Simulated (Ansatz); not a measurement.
The parent structure is W in the bcc (W type) structure (space group Im-3m, No. 229; a = 3.1688 Å; relaxed with 0.1 eV smearing). Axes: x, y, z lie along the cube axes.

Calculations: r2SCAN (Ansatz, a first-principles code; PAW; 500 eV plane waves; no spin-orbit coupling).

Strains are applied to the cell and any free atomic positions relax; under biaxial strain the out-of-plane vector relaxes too.

One change was made to it. Results:

| quantity | base | after |
|---|---|---|
| shortest interatomic distance | 2.744 Å | 2.771 Å |
| energy relative to the base (free energy F) | 0 meV/atom | +21 meV/atom |
| pressure (mean of the normal stresses, compression positive) | 0.0 GPa | -8.3 GPa |

Task: What was done to the base?
(A) biaxial strain −3.42 %, plane normal [001], relaxed out of plane
(B) uniaxial strain ε_yy = +2.84 %
(C) strain tensor (xx, yy, zz, yz, xz, xy) = (+1.04, −0.25, −1.16, −0.41, +0.95, −0.52) %
(D) uniaxial strain ε_zz = +5.02 %

Result: B, uniaxial strain ε_yy = +2.84 %. For comparison, the energy relative to the base in the other runs: biaxial strain −3.42 %, plane normal [001], relaxed out of plane gives +74 meV/atom; uniaxial strain ε_zz = +5.02 % gives +61 meV/atom; strain tensor (xx, yy, zz, yz, xz, xy) = (+1.04, −0.25, −1.16, −0.41, +0.95, −0.52) % gives +8.3 meV/atom.

Whether these cells are dynamically stable was not tested. All final runs are without spin polarisation.
